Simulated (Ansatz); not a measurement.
# TiAl (space group P4/mmm, No. 123)

```
TiAl
1.0
    2.79729     0.00000     0.00000
    0.00000     2.79729     0.00000
    0.00000     0.00000     4.03230
Al Ti
1 1
Direct
  0.50000   0.50000   0.50000
  0.00000   0.00000   0.00000
```

Computed with PBEsol (Ansatz, a first-principles code, PAW, no spin-orbit coupling). Γ-centred 17×17×12 mesh, Fermi–Dirac width 0.05 eV.

| Property | Value |
|---|---|
| Volume per atom | 15.78 Å³ |
| Density | 3.94 g/cm³ |
| Band gap | zero |
| Total energy | -1499.633 eV/atom (σ→0; compares only within this code and set-up) |

Whether these cells are dynamically stable was not tested. All final runs are without spin polarisation.
